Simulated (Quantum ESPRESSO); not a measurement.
Input and output of a self-consistent single point for LuAu2 (I4mm, 3 atoms in the cell) (Quantum ESPRESSO).

Level of theory: LDA (PZ), PSlibrary ultrasoft (LDA) pseudopotentials (plane waves; Quantum ESPRESSO).

```
LuAu2
1.0
    1.83158    -1.83158     4.47095
    1.83158     1.83158     4.47095
   -1.83158    -1.83158     4.47095
Lu Au
1 2
Direct
  0.00000   0.00559   0.00559
  0.00000   0.66394   0.66394
  0.00000   0.33606   0.33606
```

Reference input (self-consistent single point, DFT, LDA (PZ), plane waves, PSlibrary ultrasoft (LDA) pseudopotentials): ecutwfc = 50 Ry; ecutrho = 450 Ry; occupations = smearing; smearing = gauss; degauss = 0.0073499 Ry; potentials = {Lu: Lu.pz-spdn-rrkjus_psl.1.0.0.UPF, Au: Au.pz-n-rrkjus_psl.1.0.0.UPF}; K_POINTS = automatic 6 6 6 0 0 0; conv_thr = 1e-11 Ry. This run's input differs from it in these lines:

```diff
@@ -17,3 +17,3 @@
    smearing = 'gauss'
-   degauss = 0.0073499
+   degauss = 0.00147
 /
@@ -30,3 +30,3 @@
 K_POINTS {automatic}
-6 6 6  0 0 0
+9 9 9  0 0 0
```

Log, with long lists cut:

```
     Self-consistent Calculation

     iteration #  1     ecut=    50.00 Ry     beta= 0.70

     total energy              =    -295.24320857 Ry
     estimated scf accuracy    <       0.40162940 Ry

     iteration #  2     ecut=    50.00 Ry     beta= 0.70

     total energy              =    -295.37380795 Ry
     estimated scf accuracy    <       0.48214126 Ry

     iteration #  3     ecut=    50.00 Ry     beta= 0.70

     total energy              =    -295.45007245 Ry
     estimated scf accuracy    <       0.00760922 Ry

   [... 10 blocks of this kind left out ...]

     iteration # 14     ecut=    50.00 Ry     beta= 0.70

     total energy              =    -295.45843633 Ry
     estimated scf accuracy    <          1.5E-10 Ry

     iteration # 15     ecut=    50.00 Ry     beta= 0.70
     End of self-consistent calculation

     the Fermi energy is    13.8164 ev

!    total energy              =    -295.45843633 Ry
     estimated scf accuracy    <          5.9E-12 Ry
     smearing contrib. (-TS)   =      -0.00001275 Ry
     internal energy E=F+TS    =    -295.45842358 Ry

     convergence has been achieved in  15 iterations

     Forces acting on atoms (cartesian axes, Ry/au):

     atom    1 type  1   force =     0.00000000    0.00000000   -0.01035630
     atom    2 type  2   force =     0.00000000    0.00000000    0.00303113
     atom    3 type  2   force =     0.00000000   -0.00000000    0.00732517

     Total force =     0.013042     Total SCF correction =     0.000002

          total   stress  (Ry/bohr**3)                   (kbar)     P=      -92.47
  -0.00060354   0.00000000   0.00000000          -88.78        0.00        0.00
   0.00000000  -0.00060354  -0.00000000            0.00      -88.78       -0.00
  -0.00000000   0.00000000  -0.00067877           -0.00        0.00      -99.85

   JOB DONE.
```

The run converged in 15 iterations. Against the reference run the free energy stays essentially unchanged (within 1 meV/atom), the pressure stays near -9.25 GPa while the zz stress (positive for compression) goes from -10.39 to -9.99 GPa and the largest force moves little (0.271 to 0.266 eV/Å).

The starting cell comes from a database of computed structures (which also holds hypothetical and non-ambient phases and stackings), without a prior relaxation at this level. Its lattice was rescaled by up to half a per cent. One atom was moved a little off its site on purpose. With a pressure of about -9 GPa the cell is away from its equilibrium volume at this level.

Cost on one core of a shared machine: roughly 3 min.
